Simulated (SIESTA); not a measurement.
A working SIESTA input for CrBiO4 (I4_1/amd, 12 atoms in the cell) (DFT, GGA PBEsol, numerical atomic orbitals TZP, PseudoDojo PBEsol standard norm-conserving potentials (rewritten from UPF to PSML)):

```
# files in the folder: Cr.psml Bi.psml O.psml (PseudoDojo PBEsol standard)
SystemName  CrBiO4
SystemLabel CrBiO4

NumberOfAtoms                12
NumberOfSpecies              3
%block ChemicalSpeciesLabel
  1 24 Cr
  2 83 Bi
  3 8 O
%endblock ChemicalSpeciesLabel
LatticeConstant              1.0 Ang
%block LatticeVectors
    -3.695515000    3.695515000    3.228885000
     3.695515000   -3.695515000    3.228885000
     3.695515000    3.695515000   -3.228885000
%endblock LatticeVectors
AtomicCoordinatesFormat      ScaledCartesian
%block AtomicCoordinatesAndAtomicSpecies
     0.000000000    0.000000000    3.228885000  1
     3.695515000    0.000000000    1.614442500  1
     0.000000000    3.695515000    1.614442500  2
     0.000000000    0.000000000    0.000000000  2
     1.324694307    0.000000000    4.342204548  3
     3.695515000    1.324694307    2.727762048  3
     2.370820693    3.695515000    1.113319548  3
     3.695515000   -1.324694307    2.727762048  3
     5.020209307   -0.000000000    0.501122952  3
     3.695515000    2.370820693   -1.113319548  3
     2.370820693    0.000000000    0.501122952  3
     0.000000000    1.324694307    2.115565452  3
%endblock AtomicCoordinatesAndAtomicSpecies

XC.functional                GGA
XC.authors                   PBEsol
PAO.BasisSize                TZP
PAO.EnergyShift              0.01 Ry
MeshCutoff                   400 Ry
%block kgrid.MonkhorstPack
    3   0   0  0.0
    0   3   0  0.0
    0   0   3  0.0
%endblock kgrid.MonkhorstPack
OccupationFunction           FD
ElectronicTemperature        50.0 meV
Spin                         polarized
%block DM.InitSpin
  1 +3.00
  2 +3.00
  3 +0.00
  4 +0.00
  5 +0.00
  6 +0.00
  7 +0.00
  8 +0.00
  9 +0.00
  10 +0.00
  11 +0.00
  12 +0.00
%endblock DM.InitSpin

MaxSCFIterations             150
SCF.Mixer.Method             Pulay
SCF.Mixer.Weight             0.1
SCF.Mixer.History            6
SCF.DM.Tolerance             1.0E-05
Diag.ParallelOverK           true
WriteForces                  true
Charge.Mulliken              end
```

The run converged in 20 iterations: free energy E − TS -12867.5460 eV; Fermi level (on the code's own zero) -4.01 eV; pressure -8.53 GPa; largest force (vector length) 0.983 eV/Å; size of the cell's spin moment 2.00 μB; site moments (μB, in the program's spheres or projections) Cr 1.02, Cr 1.02, Bi 0.09, Bi 0.09, O -0.03, O -0.03, O -0.03, O -0.03, O -0.03, O -0.03, O -0.03, O -0.03. Each of these slips is then made, one at a time:

(1)
```diff
-# files in the folder: Cr.psml Bi.psml O.psml (PseudoDojo PBEsol standard)
+# files in the folder: Cr.psml Bi.psml (PseudoDojo PBEsol standard)
```

(2)
```diff
-  1 +3.00
-  2 +3.00
+  1 +0.00
+  2 +0.00
```

(3)
```diff
-SystemName  CrBiO4
+SystemName  Cr2Bi2O9
-NumberOfAtoms                12
+NumberOfAtoms                13
+     1.322225703    0.176956040    4.249038300  3
+  13 +0.00
```

**Question.** Predict the outcome of each change.

**Answer.** 
(1) A potential or basis that cannot be found. The program stopped before any SCF iteration.

(2) A spin-polarised run without starting moments. The run converged in 21 iterations without an error; against the sound input the free energy goes up by 17.3 meV/atom, the pressure goes from -8.53 to -9.04 GPa, the largest force goes from 0.983 to 1.168 eV/Å and the size of the net moment goes from 0.17 to 0.00 μB/atom.

(3) One atom entered twice. The run converged in 36 iterations without an error; against the sound input the pressure goes from -8.53 to 713.9 GPa, the largest force goes from 0.983 to 11730 eV/Å and the size of the net moment hardly changes (0.17 to 0.15 μB/atom). The full log also holds: “siesta: WARNING: Atoms     5    13 too close: rij =    0.199999 Ang” and “siesta: WARNING: Atoms    18    26 too close: rij =    0.199999 Ang”.

The starting cell comes from a database of computed structures (which also holds hypothetical and non-ambient phases and stackings), without a prior relaxation at this level. The magnetic order is the one reached from the typed start; others were not searched systematically. Values carry the incompleteness of an atom-centred basis. In the base run, with a pressure of about -9 GPa the cell is away from its equilibrium volume at this level. Without a gap this mesh is coarse (it stands for a supercell whose shortest vector is 18 Å).

Left out of this page: 4 runs of the series outside the window shown, repeating another row's setting, or not comparable.
